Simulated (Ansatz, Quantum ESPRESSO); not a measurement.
A Quantum ESPRESSO input for a self-consistent single point of Al₂Cu (I4/mcm, 6 atoms in the cell) (DFT, PBE, plane waves, PSlibrary ultrasoft (PBE) pseudopotentials):

```fortran
&CONTROL
   calculation = 'scf'
   prefix = 'al2cu'
   outdir = './out'
   pseudo_dir = './'
   tprnfor = .true.
   tstress = .true.
/
&SYSTEM
   ibrav = 0
   nat = 6
   ntyp = 2
   ecutwfc = 50
   ecutrho = 300
   occupations = 'smearing'
   smearing = 'gauss'
   degauss = 0.0147
/
&ELECTRONS
   conv_thr = 1.0d-9
/
ATOMIC_SPECIES
Al    26.9815  Al.pbe-n-rrkjus_psl.1.0.0.UPF
Cu    63.5460  Cu.pbe-dn-rrkjus_psl.1.0.0.UPF
ATOMIC_POSITIONS {crystal}
Al    0.8413900000    0.6586100000    0.5000000000
Al    0.1586100000    0.3413900000    0.5000000000
Al    0.6586100000    0.1586100000    0.8172200000
Al    0.3413900000    0.8413900000    0.1827800000
Cu    0.2500000000    0.2500000000    0.0000000000
Cu    0.7500000000    0.7500000000    0.0000000000
K_POINTS {automatic}
7 7 7  0 0 0
CELL_PARAMETERS {angstrom}
  -2.9338240000     2.9338240000     2.3408130000
   2.9338240000    -2.9338240000     2.3408130000
   2.9338240000     2.9338240000    -2.3408130000
```

Q: Give the Ansatz (a first-principles code) input for the same structure, mesh, smearing and functional.

A: This is the input that was run; spellings and numerical settings could be chosen otherwise.

Ansatz 0.2 input:
```yaml
# Al2Cu
crystal:
  lattice:
    - [-2.933824, 2.933824, 2.340813]
    - [2.933824, -2.933824, 2.340813]
    - [2.933824, 2.933824, -2.340813]
  atoms:
    - { symbol: Al, position: [0.841390, 0.658610, 0.500000] }
    - { symbol: Al, position: [0.158610, 0.341390, 0.500000] }
    - { symbol: Al, position: [0.658610, 0.158610, 0.817220] }
    - { symbol: Al, position: [0.341390, 0.841390, 0.182780] }
    - { symbol: Cu, position: [0.250000, 0.250000, 0.000000] }
    - { symbol: Cu, position: [0.750000, 0.750000, 0.000000] }
kpoints:
  mp_grid: { grid: [7, 7, 7] }
hamiltonian:
  xc: pbe
  pseudopotentials: { kind: paw }
scf:
  occupations: { method: gaussian, width: 0.2 eV }
output:
  forces: true
  eigenvalues: true
  stress: true
```

Basis settings and potentials, where a program has them, do not carry over. This input uses DFT, PBE, plane waves, default PAW files.

The starting cell comes from a database of computed structures (which also holds hypothetical and non-ambient phases and stackings), without a prior relaxation at this level. Its lattice was rescaled by a random factor within 2.5 % of one.
